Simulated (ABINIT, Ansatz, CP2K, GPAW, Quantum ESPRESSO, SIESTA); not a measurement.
Code comparison for SnTe (Fm-3m, 2 atoms in the cell)

Self-consistent single point, at a second geometry (lattice scaled by 0.98). First geometry:

```yaml
crystal:
  lattice:
    - [0.00000, 3.12401, 3.12401]
    - [3.12401, 0.00000, 3.12401]
    - [3.12401, 3.12401, 0.00000]
  atoms:
    - { symbol: Sn, position: [0.00000, 0.00000, 0.00000] }
    - { symbol: Te, position: [0.50000, 0.50000, 0.50000] }
```

Shared settings, as Ansatz (a first-principles code) writes them: kpoints.mp_grid.grid = 6 6 6; scf.occupations.method = gaussian; scf.occupations.width = 0.01 Ry. Potentials and cutoffs stand in the table.

| code | model | ΔF from the first geometry (meV/atom) | pressure (GPa) | cutoff |
|---|---|---|---|---|
| ABINIT | PBE, norm-conserving pseudopotentials (PseudoDojo nc-sr-05 PBE standard) | 61.0 | 7.49 | 41 Ha |
| CP2K | PBE, GPW, DZVP-MOLOPT-SR-GTH basis, GTH-PBE potentials (GTH_POTENTIALS) | 72.9 | 8.69 | grid 400 Ry |
| Ansatz | PBE, PAW files | 61.8 | 7.58 | 30.9 Ry |
| SIESTA | GGA PBE, numerical atomic orbitals DZP, PseudoDojo PBE standard norm-conserving potentials (rewritten from UPF to PSML) | 74.0 | 8.80 | grid 400 Ry |
| GPAW | PBE, GPAW PAW datasets PBE (gpaw-data 1.0.1) | 58.3 | 7.24 | 600 eV |
| Quantum ESPRESSO | PBE, SSSP 1.1.2 efficiency (PBE) pseudopotentials | 60.3 | 7.46 | 40 Ry |

On Ansatz's run: spin-orbit coupling is off.

The spread over the programs that give each value: ΔF from the first geometry within 15.7 meV/atom; pressure within 1.56 GPa.

CP2K and SIESTA use small atom-centred bases, whose incompleteness enters pressures, forces and empty levels differently from a plane-wave cutoff. Ansatz's pressure is given at a fixed set of plane waves, as the other plane-wave codes print theirs. In the pressure, CP2K (by 1.21) and SIESTA (by 1.32) lie more than 1 GPa from the median of the plane-wave programs.

The starting cell comes from a database of computed structures (which also holds hypothetical and non-ambient phases and stackings), without a prior relaxation at this level. Its lattice was rescaled by a random factor within 2.5 % of one. For this run, on top of that: lattice scaled by 0.98.

Left out of this page: Elk and FLEUR (not drawn, or without a comparable value).

Keys are those of Ansatz 0.2.
